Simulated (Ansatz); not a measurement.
The parent structure is CdS in the wurtzite structure (space group P6_3mc, No. 186; a = 4.0741 Å, c = 6.6367 Å).

Computed with DFT with LDA, PAW potentials and a 420 eV plane-wave cutoff in Ansatz (a first-principles code), no SOC.

Base values:

The valence-band top at Γ is 0.00, 0.00, -0.06 eV and the volume per atom is 23.85 Å³.

One thing is altered: a hydrostatic pressure of 2.1 GPa.

What happens to the valence-band top at Γ, mean gap deformation potential ΔEg/Δln V and volume per atom?

The valence-band top at Γ (three highest levels, from the VBM) goes from 0.00, 0.00, -0.06 eV to 0.00, 0.00, -0.07 eV; the mean gap deformation potential ΔEg/Δln V amounts to -2.2 eV; the volume per atom shrinks by 0.68 Å³ to 23.17 Å³.

Load acts through the strain it causes; cell and atoms are relaxed under it. Whether these cells are dynamically stable was not tested. Tetrahedral semiconductors of this kind turn to denser phases somewhere between about 1 and 50 GPa; those were not computed, so compressed cells here can lie past the real transition.
